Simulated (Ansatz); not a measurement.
Base system: a 10-atom supercell of BaTiO3 (space group P4mm, No. 99; a = 3.9722 Å, c = 4.1130 Å) at its relaxed geometry.

All numbers come from Ansatz (a quantum-chemistry and plane-wave program) r2SCAN, no SOC.

Base values:

- Pressure = 0.0 GPa

The change: a neutral Ba on a O site (antisite), atoms relaxed at fixed cell, starting from a slightly rattled geometry.

Tabulated Pauling electronegativity and covalent radius: O 3.44, 0.66 Å; Ba 0.89, 2.15 Å.

Q: What does the calculation give for the pressure after the change?

A: The pressure goes from zero to 34.9 GPa.

Q: Predict the new largest displacement of a host atom from its site in the perfect cell.

A: The largest displacement of a host atom from its site in the perfect cell is 1.30 Å.

The magnetic state is the one reached from the starting moments; the real material's order can differ, and small cells can't hold many antiferromagnetic ones. The cell is small, so the values are those of an ordered compound at a high defect concentration; dilute-limit values will differ. A case with no gap was solved on a k-mesh chosen for an insulator, which is coarse for it. Starting moments died away, wholly or in part, for Ba on a O site (antisite); another magnetic solution may exist. No Hubbard U is applied, and correlation can decide whether such a compound is a metal. Spin-polarised in the final run: Ba on a O site (antisite); the other runs are not. The defect cell is spin-polarised and ends with 0.9 μB.
